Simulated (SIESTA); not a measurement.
A self-consistent single point of RbBr (Fm-3m, 2 atoms in the cell) with SIESTA.

Computed with GGA PBE, numerical atomic orbitals TZP, PseudoDojo PBE standard norm-conserving potentials (rewritten from UPF to PSML) (SIESTA).

The change in words: lattice scaled by 0.98. Reference geometry:
```
CELL_PARAMETERS angstrom
      0.00000     3.42312     3.42312
      3.42312     0.00000     3.42312
      3.42312     3.42312     0.00000
ATOMIC_POSITIONS crystal
  Rb 0.00000 0.00000 0.00000
  Br 0.50000 0.50000 0.50000
```

Reference input (self-consistent single point, DFT, GGA PBE, numerical atomic orbitals TZP, PseudoDojo PBE standard norm-conserving potentials (rewritten from UPF to PSML)): XC.functional = GGA; XC.authors = PBE; potentials = PseudoDojo PBE standard; PAO.BasisSize = TZP; PAO.EnergyShift = 0.01 Ry; MeshCutoff = 350 Ry; kgrid.MonkhorstPack = 7 7 7; OccupationFunction = FD; ElectronicTemperature = 580.23 K; MaxSCFIterations = 150; SCF.Mixer.Method = Broyden; SCF.Mixer.Weight = 0.25. This run's input differs from it in these lines:

```diff
@@ -12,5 +12,5 @@
 %block LatticeVectors
-     0.000000000    3.423118000    3.423118000
-     3.423118000    0.000000000    3.423118000
-     3.423118000    3.423118000    0.000000000
+     0.000000000    3.354656000    3.354656000
+     3.354656000    0.000000000    3.354656000
+     3.354656000    3.354656000    0.000000000
 %endblock LatticeVectors
```

The program printed (abridged):

```
        iscf     Eharris(eV)        E_KS(eV)     FreeEng(eV)     dDmax    Ef(eV) dHmax(eV)
   scf:    1    -1167.001458    -1165.103801    -1165.103801  1.018559 -4.445629  2.121324
   scf:    2    -1165.259013    -1165.186126    -1165.186126  0.047214 -4.962923  1.350588
   scf:    3    -1165.253822    -1165.226092    -1165.226092  0.061975 -5.673458  0.330956
   scf:    4    -1165.230613    -1165.228551    -1165.228551  0.041875 -4.309921  0.020347
   scf:    5    -1165.228598    -1165.228575    -1165.228575  0.002885 -4.322154  0.014732
   scf:    6    -1165.228609    -1165.228592    -1165.228592  0.001924 -4.316677  0.006524
   scf:    7    -1165.228600    -1165.228596    -1165.228596  0.001287 -4.312664  0.001093
   scf:    8    -1165.228596    -1165.228596    -1165.228596  0.000226 -4.311914  0.000164
   scf:    9    -1165.228596    -1165.228596    -1165.228596  0.000033 -4.311849  0.000048
   scf:   10    -1165.228596    -1165.228596    -1165.228596  0.000008 -4.311850  0.000042
SCF Convergence by DM+H criterion
max |DM_out - DM_in|         :     0.0000080627
max |H_out - H_in|      (eV) :     0.0000423721
SCF cycle converged after 10 iterations

Using DM_out to compute the final energy and forces

siesta: E_KS(eV) =            -1165.2286

siesta: E_KS - E_eggbox =     -1165.2286

siesta: Atomic forces (eV/Ang):
     1    0.000000    0.000000   -0.000000
     2   -0.000000   -0.000000    0.000000
   Tot    0.000000    0.000000    0.000000
   Max    0.000000
   Res    0.000000    sqrt( Sum f_i^2 / 3N )
   Max    0.000000    constrained

Stress tensor Voigt[x,y,z,yz,xz,xy] (kbar):      -23.72      -23.72      -23.72       -0.00       -0.00       -0.00
(Free)E + p*V (eV/cell)    -1164.1109
Target enthalpy (eV/cell)    -1165.2286

siesta: Program's energy decomposition (eV):
siesta: FreeEng =     -1165.228596

   [... lines left out ...]
siesta:    -0.014803   -0.000002   -0.000002
siesta:    -0.000002   -0.014803   -0.000002
siesta:    -0.000002   -0.000002   -0.014803

siesta: Cell volume =         75.504698 Ang**3

siesta: Pressure (static):
siesta:                Solid            Molecule  Units
siesta:           0.00016123          0.00016123  Ry/Bohr**3
siesta:           0.01480345          0.01480345  eV/Ang**3
siesta:          23.71774490         23.71774490  kBar
```

The run converged in 10 iterations. Against the reference run the free energy goes up by 23.7 meV/atom, the pressure goes from 0.94 to 2.37 GPa and the gap on the mesh goes from 4.267 to 4.430 eV.

The starting cell comes from a database of computed structures (which also holds hypothetical and non-ambient phases and stackings), without a prior relaxation at this level. Its lattice was rescaled by a random factor within 2.5 % of one. For this run, on top of that: lattice scaled by 0.98. Values carry the incompleteness of an atom-centred basis. The basis of the alkali or alkaline-earth atoms may lack their empty d shell, which can raise the gap.
